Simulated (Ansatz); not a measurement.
**MgS (I4/mmm): band-edge transport data**

Data:

```yaml
crystal:
  lattice:
    - [0.00000, 2.62379, 2.57366]
    - [2.62379, 0.00000, 2.57366]
    - [2.62379, 2.62379, 0.00000]
  atoms:
    - { symbol: Mg, position: [0.00000, 0.00000, 0.00000] }
    - { symbol: S, position: [0.50000, 0.50000, 0.50000] }
```

These are PBEsol with spin-orbit coupling, rigid bands (plane waves, PAW; Ansatz, a quantum-chemistry and plane-wave program) values and carry that method's errors. Condition of this run: biaxial stress xx = yy = -2 GPa (compression positive) (the target of the relaxation). How the cell was made: cell and atoms relaxed with PBEsol, then loaded as said.

```
Quantity                                                                                                                                                          Result
---------------------------------------------------------------------------------------------------------------------------------------  -------------------------------
band gap                                                                                                                                                         2.57 eV
electron conductivity mass (300 K, dilute)                                                                                               0.31 (x), 0.31 (y), 0.50 (z) mₑ
hole conductivity mass (300 K, dilute)                                                                                                   1.09 (x), 1.09 (y), 1.31 (z) mₑ
effective density of states N_c (300 K)                                                                                                                      5.9e18 cm⁻³
effective density of states N_v (300 K)                                                                                                                      4.4e19 cm⁻³
density-of-states mass, electrons                                                                                                                                0.38 mₑ
density-of-states mass, holes                                                                                                                                    1.46 mₑ
Seebeck coefficient, n-type 1e19 cm⁻³, 300 K                                                                                                                   -203 μV/K
best n-type power factor at 300 K for τ = 10 fs (best axis; densities from 1e16 to 1e21 cm⁻³ tried, whether or not they can be reached)      6.8 μW/(cm·K²) at 1e20 cm⁻³
Seebeck coefficient, p-type 1e19 cm⁻³, 300 K                                                                                                                    411 μV/K
```

Rigid bands; masses and Seebeck coefficients take one relaxation time τ for all states and one kind of carrier; polarons and phonon drag are left out.
